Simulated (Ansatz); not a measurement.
L1₀ (CuAu-type) TiAl

The numbers are results of revPBE in Ansatz (plane waves, PAW), not measurements.

Run with plane-wave cutoff 520 eV, 20×20×14 k mesh (along the axes of the cell as run), Fermi–Dirac smearing 0.05 eV, no spin polarisation, scalar-relativistic PAW data made under PBE.

Cell: relaxed at this level.

```json
{
 "volume_per_atom": "16.53 Å³/atom",
 "bulk_modulus": "109 GPa",
 "equilibrium lattice constant a (two-atom tetragonal cell)": "2.840 Å",
 "c axis length (two-atom tetragonal cell)": "4.098 Å",
 "band_gap": "none",
 "pressure derivative B′ of the bulk modulus": "3.9"
}
```

Measured, for comparison: lattice constant a 2.826 Å (temperature not stated, no zero-point or thermal correction, P4/mmm two-atom cell, a_fct/√2; as tabulated in Zope and Mishin (2003), arXiv:cond-mat/0306298); lattice parameter c 4.077 Å (temperature not stated, no zero-point or thermal correction; as tabulated in Zope and Mishin (2003), arXiv:cond-mat/0306298). Computed (rounded) less measured: lattice constant a +0.5 %, lattice parameter c +0.5 %.

Note: the bulk modulus comes from volumes at which shape and atoms were relaxed.

The computed numbers hold no vibrational or temperature effects.

Computing time: about 4 core-minutes (a rough figure).

Ansatz is an electronic-structure program.
